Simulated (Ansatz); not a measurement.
For TaTe (model structure, Cmcm, No. 63, 4 atoms in the cell), PBEsol (Ansatz, a quantum-chemistry and plane-wave program, plane waves, PAW) gives:

| Property | Result |
|---|---|
| bulk modulus | 120 GPa |
| cohesive energy | 5.85 eV/atom |

### Question
What does r²SCAN (plane waves, PAW; Ansatz) give for the same quantities?

### Answer

- bulk modulus: 110 GPa (shrinks by 8.3 %)
- cohesive energy: 5.04 eV/atom (falls by 0.81 eV/atom)

Changes are worked out from the printed values.

Unless a cell is named, each level is at its own relaxed cell (PBEsol 20.99, r²SCAN 21.73 Å³/atom).

Levels without +SOC leave out spin–orbit coupling, which shifts energies and cells of such heavy elements.

Caveats: the bulk modulus is −V dP/dV from two relaxed cells at ±2 % in volume (PBEsol, r²SCAN). Ansatz's density-functional and Hartree–Fock values are scalar-relativistic unless marked +SOC, with PAW data made under PBE.

A model structure was made by putting elements into a prototype or built by hand; it is no filed structure, need not be a known phase, and can be a saddle point held by its symmetry.
